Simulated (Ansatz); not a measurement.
Input and output of a self-consistent single point for Sn (Im-3m, 1 atom in the cell) (Ansatz, a first-principles code).

Computed with LDA (PW92), harder PAW files (source: ansatz) made with PBE (plane waves; Ansatz).

The change in words: lattice scaled by 0.98; basis.ecutwfc: 420 eV → 350 eV; hamiltonian.pseudopotentials: {kind: paw} (the program's default PAW files) → {kind: paw, source: ansatz}. Reference geometry:
```xyz
1
Lattice="-1.8890 1.8890 1.8890 1.8890 -1.8890 1.8890 1.8890 1.8890 -1.8890" Properties=species:S:1:pos:R:3 pbc="T T T"
Sn     0.0000     0.0000     0.0000
```

Reference input (self-consistent single point, DFT, LDA (PW92), plane waves, default PAW files made with PBE): basis.ecutwfc = 420 eV; kpoints.mp_grid.grid = 12 12 12; hamiltonian.xc = lda; hamiltonian.pseudopotentials = {kind: paw} (the program's default PAW files); scf.occupations.method = gaussian; scf.occupations.width = 0.1 eV. This run's input differs from it in these lines:

Ansatz 0.2 input:
```diff
@@ -3,5 +3,5 @@
   lattice:
-    - [-1.88896600, 1.88896600, 1.88896600]
-    - [1.88896600, -1.88896600, 1.88896600]
-    - [1.88896600, 1.88896600, -1.88896600]
+    - [-1.85118700, 1.85118700, 1.85118700]
+    - [1.85118700, -1.85118700, 1.85118700]
+    - [1.85118700, 1.85118700, -1.85118700]
   atoms:
@@ -9,3 +9,3 @@
 basis:
-  ecutwfc: 420.0
+  ecutwfc: 350.0
 kpoints:
@@ -14,3 +14,3 @@
   xc: lda
-  pseudopotentials: { kind: paw }
+  pseudopotentials: { kind: paw, source: ansatz }
 scf:
```

Log, with long lists cut:

```
SCF iter   1: F=—  HF=-9573.579947 eV  |F-HF|=—  |Δ(HF+E_count)|=         —  Δρ=9.05e-2  dr2=6.45e-1  ethr=3.10e-3  ⟨swp⟩=4.0  Hψ=4733  notcnv=0
all-band conjugate gradients solve this SCF's bands
preconditioner: auto → Kerker (q_TF=auto, 2.664 Å⁻¹)
SCF iter   2: F=—  HF=-9573.284974 eV  |F-HF|=—  |Δ(HF+E_count)|=   2.95e-1  Δρ=3.29e-2  dr2=6.94e-2  ethr=2.93e-3  ⟨swp⟩=2.0  Hψ=2433  notcnv=0  defer=17
   [... lines left out ...]
SCF iter   4: F=—  HF=-9573.257893 eV  |F-HF|=—  |Δ(HF+E_count)|=   1.23e-4  Δρ=7.63e-4  dr2=1.01e-4  ethr=1.42e-5  ⟨swp⟩=1.0  Hψ=1062  notcnv=0  defer=18
SCF iter   5: F=—  HF=-9573.257868 eV  |F-HF|=—  |Δ(HF+E_count)|=   2.44e-5  Δρ=1.44e-4  dr2=5.34e-6  ethr=4.57e-7  ⟨swp⟩=2.2  Hψ=1772  notcnv=0  defer=18
SCF iter   6: F=—  HF=-9573.257874 eV  |F-HF|=—  |Δ(HF+E_count)|=   5.22e-6  Δρ=2.20e-5  dr2=1.18e-7  ethr=2.43e-8  ⟨swp⟩=2.0  Hψ=1548  notcnv=0  defer=18
SCF iter   7: F=-9573.257874 eV  HF=-9573.257874 eV  |F-HF|=1.08e-9  |Δ(HF+E_count)|=   4.68e-9  Δρ=6.86e-6  dr2=7.56e-9  ethr=4.55e-10  ⟨swp⟩=4.7  Hψ=3352  notcnv=0
SCF 1 converged in 7 iterations: F = -9573.257874 eV  dr2 = 7.56e-9
Free energy (F): -9573.257874 eV
Internal energy: -9573.256119 eV  (E = F + TS)
E sigma→0 (E₀):  -9573.256996 eV
Entropy (-TS):   -0.001754 eV (-1.754 meV/atom)
Fermi energy:    13.845757 eV
--- Forces (eV/Å), atoms counted from 1 ---
  atom   1  Sn     0.00000000     0.00000000     0.00000000
--- Stress (GPa, compression-positive) ---
       -0.973630      -0.000000      -0.000000
       -0.000000      -0.973630      -0.000000
        0.000000      -0.000000      -0.973630
  P = ⅓ Tr σ = -0.9736 GPa (-9.736 kbar)
  The stress holds the Pulay correction. Without it, at fixed plane waves, as pw.x and ABINIT print it: P = -294.9037 GPa
```

The run converged in 7 iterations. Against the reference run the pressure goes from -3.18 to -0.97 GPa.

The starting cell comes from a database of computed structures (which also holds hypothetical and non-ambient phases and stackings), without a prior relaxation at this level. Its lattice was rescaled by up to half a per cent. For this run, on top of that: lattice scaled by 0.98. Ansatz's pressure includes its estimate of the finite-basis (Pulay) stress. Without the estimate this run gives -294.90 GPa. The cutoff lies below the one recommended for these files.
